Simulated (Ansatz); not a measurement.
Start from PbSe in the rock salt structure (space group Fm-3m, No. 225; a = 6.178 Å).

Computed with r2SCAN (Ansatz, a program for electronic structure; PAW; 500 eV plane waves; no spin-orbit coupling), earlier PAW set.

Base values:

- Gap between the host's bands: 0.67 eV

Now apply this change: electron doping at 1.0×10^21 cm⁻³ (0.0589 per cell), with a uniform compensating background at fixed cell and a 300 K Fermi–Dirac width.

Question: How does this affect the gap between the host's bands?

Answer: The gap between the host's bands falls by 0.016 eV to 0.66 eV.

Carriers are added with a uniform compensating background; total energy and stress of such cells depend on the potential's zero and are not compared; many-body gap narrowing is missing at this level. Spin-orbit coupling, missing from the scalar runs, can matter with Pb. No phonon test of stability was made.
